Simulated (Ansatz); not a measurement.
LaBr3 (P6₃/m, No. 176) was calculated with rVV10 (PAW; Ansatz, a quantum-chemistry and plane-wave program).

Numerical settings: plane-wave cutoff 520 eV, 6×6×8 k mesh (along the axes of the cell as run), Fermi–Dirac smearing 0.01 eV, scalar-relativistic PAW data made under PBE.

Cell (relaxed at this level):

```yaml
crystal:
  lattice:
    - [4.00597, -6.93854, 0.00000]
    - [4.00597, 6.93854, 0.00000]
    - [0.00000, 0.00000, 4.55236]
  atoms:
    - { symbol: La, position: [0.33333, 0.66667, 0.25000] }
    - { symbol: La, position: [0.66667, 0.33333, 0.75000] }
    - { symbol: Br, position: [0.38141, 0.29606, 0.25000] }
    - { symbol: Br, position: [0.08536, 0.38141, 0.75000] }
    - { symbol: Br, position: [0.70394, 0.08536, 0.25000] }
    - { symbol: Br, position: [0.61859, 0.70394, 0.75000] }
    - { symbol: Br, position: [0.91464, 0.61859, 0.25000] }
    - { symbol: Br, position: [0.29606, 0.91464, 0.75000] }
```

**Question.** Predict the bulk modulus B0, band gap, smallest direct gap on the k points sampled and pressure derivative B′ of the bulk modulus.

**Answer.** 
bulk modulus B0: 30.9 GPa
band gap: 3.00 eV
smallest direct gap on the k points sampled: 3.01 eV
pressure derivative B′ of the bulk modulus: 5.7

Measured, for comparison: band gap 5.9 eV (temperature not stated, not corrected to a static lattice, literature value; as tabulated in Przystupa et al. (2023), doi:10.3390/ma16145085).

Note: the bulk modulus comes from volumes at which shape and atoms were relaxed.

Spin–orbit coupling is not included.

The computed numbers hold no vibrational or temperature effects.

It cost around 27 core-minutes (rough) of CPU time.
